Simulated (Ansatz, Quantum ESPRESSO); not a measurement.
**One structure in several programs: SrSbPt (P-6m2, 3 atoms in the cell)**

Zone-centre phonon calculation.

```yaml
crystal:
  lattice:
    - [4.50717, 0.00000, 0.00000]
    - [-2.25359, 3.90332, 0.00000]
    - [0.00000, 0.00000, 4.63998]
  atoms:
    - { symbol: Sr, position: [0.00000, 0.00000, 0.00000] }
    - { symbol: Sb, position: [0.66667, 0.33333, 0.50000] }
    - { symbol: Pt, position: [0.33333, 0.66667, 0.50000] }
```

Shared settings, as Ansatz (a program for electronic structure) writes them: kpoints.mp_grid.grid = 6 6 5; scf.occupations.method = gaussian; scf.occupations.width = 0.1 eV. Potentials and cutoffs stand in the table.

| code | model | highest zone-centre frequency (cm⁻¹) | cutoff |
|---|---|---|---|
| Ansatz | LDA (PW92), PAW files made with PBE | 169 | 420 eV |
| Quantum ESPRESSO | LDA (PZ), GBRV 1.5 ultrasoft (LDA) pseudopotentials | 171 | 40 Ry |

On Ansatz's run: spin-orbit coupling is off. Spin polarisation is off.

The spread over the programs that give each value: highest zone-centre frequency within 2.0 cm⁻¹.

The same LDA comes in different parametrisations, which differ slightly.

The starting cell comes from a database of computed structures (which also holds hypothetical and non-ambient phases and stackings), without a prior relaxation at this level.

Keys are those of Ansatz 0.2.
